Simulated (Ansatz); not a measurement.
Results of r²SCAN0 (plane waves, PAW; Ansatz, an electronic-structure program) for L1₂ (Cu3Au-type) Pt₃Ti.

The input as run:

Ansatz 0.2 input:
```yaml
crystal:
  lattice:
    - [3.9270148908, 0.0, 0.0]
    - [0.0, 3.9270148908, 0.0]
    - [0.0, 0.0, 3.9270148908]
  atoms:
    - { symbol: Ti, position: [0.0, 0.0, 0.0] }
    - { symbol: Pt, position: [0.0, 0.5, 0.5] }
    - { symbol: Pt, position: [0.5, 0.0, 0.5] }
    - { symbol: Pt, position: [0.5, 0.5, 0.0] }
basis:
  ecutwfc: 520
  ecutrho_ratio: 4
  xc_grid: 3
kpoints:
  mp_grid: { grid: [8, 8, 8] }
hamiltonian:
  xc: r2scan0
  dispersion: none
  pseudopotentials: { kind: paw }
scf:
  occupations: { method: fermi_dirac, width: 0.05 }
  convergence: { dr2_threshold: 0.0000000004 }
output:
  forces: true
  stress: true
  eigenvalues: true
```

Excerpt of the program's output:

```
WARN output.stress: scf.exx.energy_threshold = 1e-6 eV is looser than the 4e-8 eV advised for a stress under a hybrid functional (1e-8 eV for each atom of the …
Crystal: 4 atoms, lattice volume = 60.560 Å³
Basis set: ecut = 520 eV, 1647 PW (Γ), exchange–correlation on 90×90×90 points (27 copies of the dense FFT grid, shifted against one another)
Bands: 40, of which v1, the nominal top of the filled ones, is band 33 counted from 1 (32 counted from 0)
Symmetry: 48 space group operations
Space group: Pm-3m (ITA 221), of the structure as read, at distance tolerance 3.9e-5 Å
k-points: 35 of 512
Functional: x = r2scan, c = r2scan; τ floored in thin density (d = 2e-4 eV/Å³), warm-up for x = 0.75 r2scan + 0.25 exact, c = r2scan; τ floored in thin density (d = 2e-4 eV/Å³)
SCF iter   1: F=—  HF=-40118.602335 eV  |F-HF|=—  |Δ(HF+E_count)|=         —  Δρ=4.15e-2  dr2=1.89e0  dr2_τ=1.00e-1
SCF iter   2: F=—  HF=-40118.436814 eV  |F-HF|=—  |Δ(HF+E_count)|=   1.66e-1  Δρ=2.30e-2  dr2=4.19e-1  dr2_τ=1.14e-1
  ...
SCF 1 converged in 11 iterations: F = -40118.428708 eV  dr2 = 9.94e-11
Crystal: 4 atoms, lattice volume = 60.560 Å³
Initial density: handed on by an earlier stage of this run
Functional: x = 0.75 r2scan + 0.25 exact, c = r2scan; τ floored in thin density (d = 2e-4 eV/Å³)
SCF 2 converged in 12 iterations: F = -40106.433668 eV  dr2 = 5.57e-11
Crystal: 4 atoms, lattice volume = 60.560 Å³
Crystal: 4 atoms, lattice volume = 60.560 Å³
SCF 4 converged in 11 iterations: F = -40106.469195 eV  dr2 = 1.20e-11
Crystal: 4 atoms, lattice volume = 60.560 Å³
Crystal: 4 atoms, lattice volume = 60.560 Å³
SCF 6 converged in 4 iterations: F = -40106.469195 eV  dr2 = 1.08e-10
Crystal: 4 atoms, lattice volume = 60.560 Å³
Crystal: 4 atoms, lattice volume = 60.560 Å³
SCF iter   1: F=—  HF=-40106.469195 eV  |F-HF|=—  |Δ(HF+E_count)|=         —  Δρ=1.24e-6  dr2=1.14e-9  dr2_τ=2.88e-11
SCF iter   2: F=—  HF=-40106.469195 eV  |F-HF|=—  |Δ(HF+E_count)|=   1.24e-9  Δρ=2.29e-6  dr2=6.54e-9  dr2_τ=3.65e-10
SCF 8 converged in 3 iterations: F = -40106.469195 eV  dr2 = 2.25e-10
Free energy (F): -40106.469195 eV
Internal energy: -40106.468368 eV  (E = F + TS)
E sigma→0 (E₀):  -40106.468781 eV
Fermi energy:    21.669273 eV
--- Forces (eV/Å), atoms counted from 1 ---
  atom   1  Ti    -0.00000000     0.00000000    -0.00000000
  atom   2  Pt     0.00000000     0.00000000    -0.00000000
  atom   3  Pt    -0.00000000    -0.00000000     0.00000000
  atom   4  Pt    -0.00000000     0.00000000     0.00000000
--- Stress (GPa, compression-positive) ---
       -6.407710       0.000000       0.000000
        0.000000      -6.407710       0.000000
       -0.000000       0.000000      -6.407710
  P = ⅓ Tr σ = -6.4077 GPa (-64.077 kbar)
```

The cell is one volume of an energy–volume scan, off the minimum.

The PAW data were made under PBE.

Note: the run has no spin polarisation, so it can have missed a magnetic state. Note: the run warned that the count of filled bands differs between k points.

Cost on a shared machine: about 28 core-minutes (a rough figure).
